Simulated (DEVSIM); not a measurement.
Structure: abrupt Si p-n junction, at 300 K.

Layer 1 from the left is Si, thickness (μm) 0.330, Na (cm⁻³) 1.1e15, τn (s) 1.4e-7, τp (s) 1.4e-7. Layer 2 from the left is Si, thickness (μm) 44.0, Nd (cm⁻³) 8e14, τn (s) 1.4e-7, τp (s) 1.4e-7.

Left contact: ohmic. Right contact: ohmic. Voltage is applied to the left contact. Recombination: SRH at mid-gap, radiative. Mobility is constant in doping.

The device is made up for the run: typed textbook-type constants, with dimensions and the other settings drawn at random. Values at 300 K.

Si: gap (eV) 1.124, affinity (eV) 4.05, permittivity 11.7, Nc (cm⁻³) 2.86e19, Nv (cm⁻³) 3.1e19, μn (cm²/Vs) 1417, μp (cm²/Vs) 470, B (cm³/s) 4.7e-15.

DEVSIM, 1D drift-diffusion, Boltzmann statistics, complete ionisation; no tunnelling, impact ionisation, image-force lowering or self-heating.

Q: What does the simulation give for the largest field in the device at zero bias, the potential step across the device at zero bias?

A: largest field in the device at zero bias 9200 V/cm; potential step across the device at zero bias 0.588 V.
